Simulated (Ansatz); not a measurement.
Where the default PAW files enter, the runs use the earlier of Ansatz's two default sets.

Crystal: BaO (Fm-3m, rock salt, 2 atoms a cell, 21.7 Å³ an atom, -3 GPa at this level); planes in its conventional cell.

Computed with PBEsol (plane waves, PAW; Ansatz, a program for electronic structure).

The gap is the functional's own. No spin-orbit coupling. Mid-gap values are interpolated on the energy grid.

| plane | area of the cell (Å²) | mid-gap κ (1/Å) | largest κ in the gap (1/Å) |
|---|---|---|---|
| (110) | 22.0 | 0.28 | 0.29 |
| (111) | 13.5 | ? | ? |
| (001) | 15.6 | ? | ? |

Question: The slowest decay depends on the direction. Supply the withheld values.

Answer: 
- (111), mid-gap κ (1/Å): 0.32
- (111), largest κ in the gap (1/Å): 0.32
- (001), mid-gap κ (1/Å): 0.24
- (001), largest κ in the gap (1/Å): 0.25
